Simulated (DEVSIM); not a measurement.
abrupt Si p-n junction

Device: abrupt Si p-n junction, at 300 K.

| layer (left to right) | material | thickness (μm) | Nd (cm⁻³) | Na (cm⁻³) | τn (s) | τp (s) |
|---|---|---|---|---|---|---|
| 1 | Si | 0.110 | - | 1.6e17 | 2.5e-7 | 2.5e-7 |
| 2 | Si | 0.170 | 2e16 | - | 2.5e-7 | 2.5e-7 |

Left contact: ohmic. Right contact: ohmic. Voltage is applied to the left contact. Recombination: SRH at mid-gap. Mobility is μmin + (μ − μmin)/(1 + (N/Nref)^α).

This is a model device: material constants are rounded textbook-type values typed into the input, and sizes, dopings and lifetimes were drawn at random. Values at 300 K.

| parameter | Si |
|---|---|
| gap (eV) | 1.124 |
| affinity (eV) | 4.05 |
| permittivity | 11.7 |
| Nc (cm⁻³) | 2.86e19 |
| Nv (cm⁻³) | 3.1e19 |
| μn (cm²/Vs) | 1417 |
| μp (cm²/Vs) | 470 |
| μn,min | 52 |
| μp,min | 45 |
| Nref,n | 9.7e16 |
| Nref,p | 2.2e17 |
| αn | 0.68 |
| αp | 0.72 |

Model (solved in DEVSIM): 1D drift-diffusion, Boltzmann statistics, complete ionisation; no tunnelling, impact ionisation, image-force lowering or self-heating.

```json
{
 "potential_step_across_the_device_at_zero_bias": "0.800 V",
 "largest_field_in_the_device_at_zero_bias": "66000 V/cm",
 "Dark forward voltage at 1 A/cm²": "0.521 V",
 "Dark forward voltage at 100 A/cm²": "0.651 V"
}
```

Dark forward current:

```
V (V)  J (A/cm²)
-----  ---------
0.05      5.1e-8
0.10      3.2e-7
0.15      1.9e-6
0.20      1.1e-5
0.25      6.6e-5
0.30     0.00039
0.35      0.0023
0.40       0.014
0.45       0.081
0.50        0.48
0.55         2.8
0.60          17
0.65          95
0.70         510
0.75        2400
```
